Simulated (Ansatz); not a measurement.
Results of PBEsol in Ansatz (PAW) for 1T (CdI2-type) PtTe2.

Settings: plane-wave cutoff 520 eV, 18×18×12 k mesh (along the axes of the cell as run), Fermi–Dirac smearing 0.05 eV, scalar-relativistic PAW data made under PBE.

Response to compression and expansion:

Shape and atoms are relaxed at each volume.

```
V (Å³/atom)  P (GPa)  c (Å)  a (Å)
-----------  -------  -----  -----
23.293          2.94  4.999  4.018
23.779          1.33  5.068  4.032
24.264          0.00  5.140  4.044
24.749         -1.06  5.216  4.054
25.234         -1.86  5.299  4.061
```

Note: the cell comes from a level without a dispersion term, which matters for the spacing of layers, chains or molecules; the bulk modulus comes from volumes at which shape and atoms were relaxed.

Ansatz is a program for electronic structure.
